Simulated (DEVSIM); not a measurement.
Device: Pt/Al2O3/p-InP capacitor, at 300 K.

Layer 1 from the left is Al2O3, thickness (nm) 21.0. Layer 2 from the left is InP, thickness (nm) 7900, Na (cm⁻³) 6.2e15.

Metal gate on the left, work function 5.6 eV. Fixed charge at the semiconductor interface 0 cm⁻² (in units of +e); no interface traps.

The device is made up for the run: typed textbook-type constants, with dimensions and the other settings drawn at random. Values at 300 K.

Al2O3: gap (eV) 6.8, affinity (eV) 1.35, permittivity 9. InP: gap (eV) 1.344, affinity (eV) 4.38, permittivity 12.5, Nc (cm⁻³) 5.7e17, Nv (cm⁻³) 1.1e19.

Question: Estimate by hand the flat-band voltage, the threshold voltage, and compare with a numerical solution.

Answer: 
- Flat-band voltage: C = 0.379 μF/cm², work-function difference 0.069 V; VFB = φms − qNf/C = 0.07 V; numerical 0.07 V.
- Threshold voltage: φF = 0.517 V, depletion charge √(4εqNφF) = 4.77e-8 C/cm²; VT = VFB + 2φF + Qd/C = 1.23 V; numerical 1.23 V.

DEVSIM, 1D Poisson equation in equilibrium, Boltzmann statistics, complete ionisation; no quantum confinement or tunnelling. Metal contacts follow the ideal Schottky-Mott rule: no Fermi-level pinning, no interface dipoles.
